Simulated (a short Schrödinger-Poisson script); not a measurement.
Solved with a short Schrödinger-Poisson script written for these runs: 1D Poisson equation in equilibrium, electrons quantum, Hartree plus LDA exchange-correlation (BenDaniel-Duke, 40 states a valley, the channel's in-plane mass for all, wave functions free to enter the barrier), parabolic valleys, classical holes, donors ionised by Fermi statistics, acceptors fully, no traps, pinning or gate leakage.

System: gated Al0.4Ga0.6As/GaAs modulation-doped gas in a quantum well, at 77 K.

From the gate side: 8 nm Al0.4Ga0.6As; 10 nm Al0.4Ga0.6As, donors 1.9e18 cm⁻³; 2 nm Al0.4Ga0.6As; 8 nm GaAs; 4000 nm Al0.4Ga0.6As, acceptors 1e14 cm⁻³.

The device is made up for the run: typed textbook-type constants, with dimensions and the other settings drawn at random. Al0.4Ga0.6As: permittivity 11.76, conduction-band edge (eV) 0.316, gap (eV) 1.923, electron mass (mₑ) 0.1002, Nv at 300 K (cm⁻³) 9e18. GaAs: permittivity 12.9, conduction-band edge (eV) 0, gap (eV) 1.424, Nv at 300 K (cm⁻³) 9e18.

Channel valleys (confinement mass, in-plane density-of-states mass, number): Γ 0.067, 0.067, 1. At the gate the conduction-band edge of layer 1 lies 1.07 eV − eVg above the Fermi level of the channel; the field vanishes at the back. Donor level 0.006 eV below the band edge. The barrier under the gate holds no holes. Gaps are held at their typed values at every temperature. Mesh 0.08 nm at interfaces.

### Question
Give the centroid of the channel electrons at Vg = 0.5 V (nm); the lowest subband against the Fermi level at Vg = 0.5 V (meV); the gate voltage at 1e11 electrons/cm² (V).

### Answer
centroid of the channel electrons at Vg = 0.5 V (nm): 3.89; lowest subband against the Fermi level at Vg = 0.5 V (meV): -4.7; gate voltage at 1e11 electrons/cm² (V): 0.46.
